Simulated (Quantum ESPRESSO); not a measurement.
Input and output of a self-consistent single point for ZrBeB (P-6m2, 3 atoms in the cell) (Quantum ESPRESSO).

Level of theory: PBEsol, spin-orbit coupling, PseudoDojo fully relativistic norm-conserving (PBESOL) pseudopotentials (plane waves; Quantum ESPRESSO).

```
ZrBeB
1.0
    3.41327     0.00000     0.00000
   -1.70663     2.95598     0.00000
    0.00000     0.00000     3.49602
Zr Be B
1 1 1
Direct
  0.00000   0.00000   0.00000
  0.33333   0.66667   0.50000
  0.66667   0.33333   0.50000
```

Reference input (self-consistent single point, DFT, PBEsol, plane waves, PseudoDojo standard norm-conserving (PBESOL) pseudopotentials): ecutwfc = 90 Ry; occupations = smearing; smearing = gauss; degauss = 0.0073499 Ry; potentials = {Zr: Zr.upf, Be: Be.upf, B: B.upf}; K_POINTS = automatic 11 11 9 0 0 0; conv_thr = 1e-10 Ry; mixing_beta = 0.4. This run's input differs from it in these lines:

```diff
@@ -18,2 +18,4 @@
     degauss = 0.0073499,
+    noncolin = .true.,
+    lspinorb = .true.,
 /
```

Its files differ too (potentials: PseudoDojo fully relativistic norm-conserving (PBESOL)).

Output (repeated stretches shortened):

```
     Self-consistent Calculation

     iteration #  1     ecut=    90.00 Ry     beta= 0.40

     total energy              =    -134.87094206 Ry
     estimated scf accuracy    <       0.34790237 Ry

     iteration #  2     ecut=    90.00 Ry     beta= 0.40

     total energy              =    -134.96295598 Ry
     estimated scf accuracy    <       0.02883606 Ry

     iteration #  3     ecut=    90.00 Ry     beta= 0.40

     total energy              =    -134.96564164 Ry
     estimated scf accuracy    <       0.00276006 Ry

   [... 7 blocks of this kind left out ...]

     iteration # 11     ecut=    90.00 Ry     beta= 0.40

     total energy              =    -134.96658783 Ry
     estimated scf accuracy    <          8.5E-10 Ry

     iteration # 12     ecut=    90.00 Ry     beta= 0.40
     End of self-consistent calculation

     the Fermi energy is    12.1729 ev

!    total energy              =    -134.96658783 Ry
     estimated scf accuracy    <          3.6E-11 Ry
     smearing contrib. (-TS)   =      -0.00055382 Ry
     internal energy E=F+TS    =    -134.96603401 Ry

     convergence has been achieved in  12 iterations

     Forces acting on atoms (cartesian axes, Ry/au):

     atom    1 type  1   force =     0.00000000   -0.00000000    0.00000000
   [... zero for the other atoms too ...]

     Total force =     0.000000     Total SCF correction =     0.000000

          total   stress  (Ry/bohr**3)                   (kbar)     P=      -36.57
  -0.00022619   0.00000000   0.00000000          -33.27        0.00        0.00
   0.00000000  -0.00022619  -0.00000000            0.00      -33.27       -0.00
   0.00000000   0.00000000  -0.00029349            0.00        0.00      -43.17

   JOB DONE.
```

The run converged in 12 iterations. Against the reference run the pressure hardly changes (-3.72 to -3.66 GPa).

The starting cell comes from a database of computed structures (which also holds hypothetical and non-ambient phases and stackings), without a prior relaxation at this level. With a pressure of about -4 GPa the cell is away from its equilibrium volume at this level.

Cost on one core of a shared machine: roughly 3 min.
